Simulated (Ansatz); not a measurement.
Structures of equal composition on the (111) surface of fcc Pt: a layer of Ga in place of the second plane; a layer of Ga in place of the third plane. The slabs share one bottom face, and each structure is named by its start. These are constructed structures in small cells; real faces may alloy, dewet or reconstruct in larger ones, and not all known structures of the face are among them. Slabs of about 11 Å with all that they carry, Fermi-Dirac smearing of 0.1 eV. Bottom of the slabs: a bare face, its two planes held. Relaxed from the named starts with such symmetry as they have, on meshes of like density; energies extrapolated to zero smearing; no spin-orbit coupling, no U. Spin-polarised runs, if any, are marked in brackets, and their order is one that fits the cell; the others ran without spin.

All values below come from PBE (plane waves to 420 eV, PAW; Ansatz, a first-principles code).

Problem. Put the candidates in order of energy per 1x1 cell, lowest first, for PBE.

Solution. a layer of Ga in place of the second plane (0.000 eV), a layer of Ga in place of the third plane (0.112 eV)
